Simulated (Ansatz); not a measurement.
The reference is AlN (space group P6_3/mmc, No. 194; a = 3.302 Å, c = 4.141 Å; a cell from a computed database, its experimental status unchecked). Axes: x lies along a and z along c of the hexagonal cell.

Now apply this change: uniaxial stress, 0.5 GPa compression along z; all other stress components relax to zero.

Levels (all Ansatz, a first-principles code, PAW): PBEsol (420 eV, scalar-relativistic without spin-orbit coupling); r2SCAN (500 eV, scalar-relativistic without spin-orbit coupling); HSE06 (420 eV, spin-orbit coupling left out).

One geometry, relaxed with PBEsol, under each level:

```csv
level,band gap,lowest conduction level above the VBM at special points,electron mass,hole mass,pressure
PBEsol,3.34 eV,Γ 3.34 eV; M 3.83 eV; L 5.07 eV; K 5.10 eV,"0.34 mₑ along z, 0.30 mₑ across (at Γ)","0.28 mₑ along z, 0.91 mₑ across (at Γ)",0.17 GPa
r2SCAN,4.00 eV,Γ 4.00 eV; M 4.62 eV; L 5.83 eV; K 5.88 eV,"0.35 mₑ along z, 0.31 mₑ across (at Γ)","0.29 mₑ along z, 0.89 mₑ across (at Γ)",-1.35 GPa
HSE06,___,___,–,–,–
```

Problem. Give the withheld HSE06 results.

Solution. 
- HSE06, band gap: 4.71 eV
- HSE06, lowest conduction level above the VBM at special points: Γ 4.71 eV; M 5.22 eV; L 6.49 eV

Single points use the geometry relaxed with PBEsol. Their cutoffs differ, which shifts pressures a little. Load acts through the strain it causes; cell and atoms are relaxed under it. Effective masses come from finite differences of ±0.01 Å⁻¹. Stability under load was not tested beyond the relaxation. This is not the structure that AlN has at room temperature and ambient pressure.
